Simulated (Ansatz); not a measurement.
We consider antifluorite Be2C, described by LDA (PAW; Ansatz, a first-principles code).

Settings: plane-wave cutoff 520 eV, 14×14×14 k mesh, perturbation theory, scalar-relativistic PAW data made under PBE.

The cell has the measured lattice parameters. Conventional cell: a = 4.3400 Å, b = 4.3400 Å, c = 4.3400 Å, α = 90.00°, β = 90.00°, γ = 90.00°.

```cif
data_CBe2
_chemical_formula_sum 'Be2 C1'
_space_group_name_H-M_alt 'P 1'
_space_group_IT_number 1
_cell_length_a 3.06884
_cell_length_b 3.06884
_cell_length_c 3.06884
_cell_angle_alpha 60.000
_cell_angle_beta 60.000
_cell_angle_gamma 60.000
loop_
_space_group_symop_operation_xyz
  'x, y, z'
loop_
_atom_site_label
_atom_site_type_symbol
_atom_site_fract_x
_atom_site_fract_y
_atom_site_fract_z
_atom_site_occupancy
Be1 Be 0.25000 0.25000 0.25000 1
Be2 Be 0.75000 0.75000 0.75000 1
C1 C 0.00000 0.00000 0.00000 1
```

Harmonic phonon frequencies (cm⁻¹; i marks an imaginary mode; at Γ without the LO shift):

```csv
q point,frequencies
Γ,0 0 0 615 615 615 680 680 680
X,389 389 410 601 601 698 698 760 939
L,419 419 588 588 602 639 639 784 785
```

No imaginary mode appears at these points.

Note: the cell isn't this level's own, so it is under some stress, which shifts stiffness and frequencies.
